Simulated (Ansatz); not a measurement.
Formation energy of the bound charge states of Al on the C site in 4H silicon carbide (start: the C(k) site; 96-site cell, 2×2×2 shifted sampling) against the Fermi level, C-rich (Δμ(C) = 0.00 eV, Δμ(Al) = -0.16 eV, bounded by Al4C3 (R-3m); only phases computed here count, gases as isolated molecules at 0 K). All values below come from PBE, PAW (plane waves to 420 eV; Ansatz, a first-principles code).

Cell and caveats: 96-site cell; 2×2×2 shifted k-points; host gap 2.22 eV; charged states image-corrected; finite-size errors of tenths of an eV; flagged in the runs: a host whose relaxation on this sampling wasn't shown to rest, a strain field that reaches the edge of the cell.

| E_F − E_VBM (eV) | q = +1 | q = 0 | q = −1 |
|---|---|---|---|
| 0.00 | 6.58 | 7.39 | 8.73 |
| 0.28 | 6.86 | 7.39 | 8.45 |
| 0.56 | 7.14 | 7.39 | 8.18 |
| 0.83 | 7.42 | 7.39 | 7.90 |
| 1.11 | 7.69 | 7.39 | 7.62 |
| 1.39 | 7.97 | 7.39 | 7.34 |
| 1.67 | 8.25 | 7.39 | 7.06 |
| 1.95 | 8.53 | 7.39 | 6.79 |
| 2.22 | 8.81 | 7.39 | 6.51 |

Crossings of the lowest lines: (+1/0) at 0.81 eV; (0/−1) at 1.34 eV.
